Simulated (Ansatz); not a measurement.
## Hypothetical diamond Bi, pressure series

Take Bi in the diamond structure (space group Fd-3m, No. 227; a = 7.165 Å; a hypothetical phase, not in the database extracts checked) as the base.

Cell and atoms are relaxed at each pressure.

Computed with Ansatz (a first-principles code), PBEsol, PAW, cutoff 420 eV, without spin-orbit coupling.

| P (GPa) | V (Å³/atom) |
|---|---|
| -2.00 | 49.448 |
| -1.01 | 47.556 |
| 0.30 | 45.554 |
| 0.70 | 45.027 |
| 1.49 | 44.070 |
| 3.00 | 42.497 |
| 5.00 | 40.790 |
| 7.52 | 39.048 |
| 10.01 | 37.627 |

A third-order Birch–Murnaghan fit to these points gives V₀ = 45.97 Å³/atom, B₀ = 32 GPa and B₀′ = 4.4. At pressure 10 GPa the volume is 81.9 % of V₀.

Load acts through the strain it causes; cell and atoms are relaxed under it. Stability against distortions was not tested. No other phases were tried under pressure.
